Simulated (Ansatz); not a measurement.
**Ni$_{3}$Si under load (space group Cmmm): band-structure transport figures**

Input:

```yaml
crystal:
  lattice:
    - [3.45631, -0.00580, 0.00000]
    - [-0.00580, 3.45631, 0.00000]
    - [0.00000, 0.00000, 3.46598]
  atoms:
    - { symbol: Si, position: [0.00000, 0.00000, 0.00000] }
    - { symbol: Ni, position: [0.00000, 0.50000, 0.50000] }
    - { symbol: Ni, position: [0.50000, 0.00000, 0.50000] }
    - { symbol: Ni, position: [0.50000, 0.50000, 0.00000] }
```

Level of theory: PBEsol, rigid bands (plane waves, PAW, scalar-relativistic; Ansatz, an electronic-structure program). Condition of this run: uniaxial stress along [110] of 1 GPa (compression positive) (the target of the relaxation). Geometry: cell and atoms relaxed with PBEsol, then loaded as said.

The density of states at the Fermi level comes out as 2.15 states/(eV·cell), both spins and the bare Sommerfeld coefficient is 1.27 mJ/(mol of atoms·K²). The drude plasma energy is 1.84 eV, the root-mean-square Fermi velocity is 1.6e5 m/s and the resistivity times τ comes out as 144 (x), 144 (y), 148 (z) ×10⁻²² Ω·m·s.

A metal at this level (no band gap); rigid bands, thermally averaged at 300 K, both spins. Spin-orbit coupling is left out. τ is one relaxation time for all states.

Computed structure with no diffraction record at hand here (it may be known, metastable or hypothetical): Ni3Si under load (space group Cmmm). Treated as nonmagnetic (a ferromagnetic start lost its moment, other orders weren't tried): Ni3Si under load (space group Cmmm).
